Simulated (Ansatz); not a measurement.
Consider interstitial Si in 2H silicon carbide, charge state +2. Method: PBE, PAW (plane waves to 420 eV; Ansatz, a first-principles code).

72-site cell at the relaxed PBE lattice, the Γ point alone, smearing 0.01 eV, spin-restricted, no finite-size correction. Energies are static. The host's phase is taken as given; its stability against other phases was not computed. The charge state is imposed; whether it is stable for some Fermi level was not computed. Sites that were not tried may lie lower.

Barriers: single points on a 2×2×2 k-point mesh shifted by half a step along c at the bands' geometries (they differ from the bands' own by up to 0.29 eV, and are uncertain by about as much).

A. several atoms move together, Si the farthest; the atom moves 1.69 Å along (-0.25, -0.62, 0.03) of the unit cell; the moving atom starts with neighbours 3 C at 1.86; 3 Si at 2.32, 3 Si at 2.37 Å and ends with C at 1.77, 2 C at 1.91, C at 1.94; Si at 2.24 Å; saddle order not checked.
B. one Si atom jumps by itself; the atom moves 2.53 Å along (0.00, 0.00, 0.50) of the unit cell; the moving atom starts with neighbours 3 C at 1.86; 3 Si at 2.32, 3 Si at 2.37 Å and ends with 3 C at 1.86; 3 Si at 2.32, 3 Si at 2.37 Å; saddle order not checked, on a symmetry element.
C. several atoms move together, Si the farthest; the atom moves 0.97 Å along (0.03, -0.03, -0.19) of the unit cell; the moving atom starts with neighbours C at 1.85, 2 C at 1.89, C at 2.05; Si at 2.32 Å and ends with C at 1.77, 2 C at 1.91, C at 1.94; Si at 2.24 Å; saddle order not checked, on a symmetry element.

A band can be held on a symmetry element, so unchecked saddle points there may be too high.

Order them by forward barrier (lowest first) at the level PBE, PAW.

C (0.76 eV), A (1.44 eV), B (2.47 eV)
